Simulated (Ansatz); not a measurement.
## Hypothetical zinc blende TlBr: thickness series

Start from TlBr in the zinc blende structure (space group F-43m, No. 216; a = 7.311 Å; a hypothetical phase, not in the database extracts checked). Axes: x, y, z lie along the cube axes.

Free-standing slabs (2 atom(s) a layer) normal to [110] with 15 Å of vacuum; in-plane cell held at bulk.

All numbers come from plane-wave PAW DFT at the PBEsol level (Ansatz, a first-principles code, 420 eV), no spin-orbit coupling.

Notes on the quantities. layer's space group: with vacuum.

| variant | gap character | band gap | layer's space group | thickness between the outermost nuclei |
|---|---|---|---|---|
| base | – | 2.76 eV | – | – |
| 1 layer | indirect, Z–U (43 % along) → Z | … | Pmm2 (No. 25) | – |
| 2 layers | indirect, k = (0.286, 0, 0) in the run's primitive reciprocal basis → Γ | … | Pmn2_1 (No. 31) | 2.01 Å |
| 3 layers | indirect, Γ–X (43 % along) → Z | 3.06 eV | Pmm2 (No. 25) | 5.23 Å |
| 4 layers | indirect, k = (0.429, 0, 0) in the run's primitive reciprocal basis → Γ | … | Pmn2_1 (No. 31) | 6.87 Å |
| 5 layers | indirect, Γ–X (40 % along) → Γ | … | Pmm2 (No. 25) | 9.98 Å |
| 6 layers | indirect, k = (0.429, 0, 0) in the run's primitive reciprocal basis → Γ | 2.35 eV | Pmn2_1 (No. 31) | 10.87 Å |
| 7 layers | indirect, X → Z | 2.37 eV | Pmm2 (No. 25) | 12.60 Å |

**Question.** What belongs in the blanks?

**Answer.** 
- 1 layer, band gap: 3.39 eV
- 2 layers, band gap: 3.50 eV
- 4 layers, band gap: 2.69 eV
- 5 layers, band gap: 2.90 eV

With Tl present, leaving out spin-orbit coupling can change the band edges. Stability against distortions was not tested. Labels are those of the standard path for the cell's own space group.
